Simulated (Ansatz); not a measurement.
The parent structure is HfS2 in the CdI2 type structure (space group P-3m1, No. 164; a = 3.606 Å, c = 5.768 Å; layered, stacked along the Cartesian z axis). Axes: x lies along a and z along c of the hexagonal cell.

The values are results of Ansatz (a quantum-chemistry and plane-wave program), PBE-D3(BJ), PAW, cutoff 420 eV, without spin-orbit coupling, not measurements.

Strains are applied to the cell and any free atomic positions relax; under biaxial strain the out-of-plane vector relaxes too.

One change was made to it. Results:

```json
[
 {"quantity": "smallest direct gap", "base": "1.81 eV", "after": "1.61 eV"},
 {"quantity": "pressure (mean of the normal stresses, compression positive)", "base": "0.0 kbar", "after": "30.7 kbar"}
]
```

Name the change that was made.
A) biaxial strain +3.00 %, plane normal [001], relaxed out of plane
B) biaxial strain +2.50 %, plane normal [001], relaxed out of plane
C) biaxial strain −2.50 %, plane normal [001], relaxed out of plane
D) biaxial strain −0.50 %, plane normal [001], relaxed out of plane
E) biaxial strain +1.50 %, plane normal [001], relaxed out of plane

C, biaxial strain −2.50 %, plane normal [001], relaxed out of plane. For comparison, the smallest direct gap in the other runs: biaxial strain +3.00 %, plane normal [001], relaxed out of plane gives 1.66 eV; biaxial strain +1.50 %, plane normal [001], relaxed out of plane gives 1.75 eV; biaxial strain −0.50 %, plane normal [001], relaxed out of plane gives 1.78 eV; biaxial strain +2.50 %, plane normal [001], relaxed out of plane gives 1.69 eV.

With Hf present, leaving out spin-orbit coupling can change the band edges. No phonon test of stability was made.
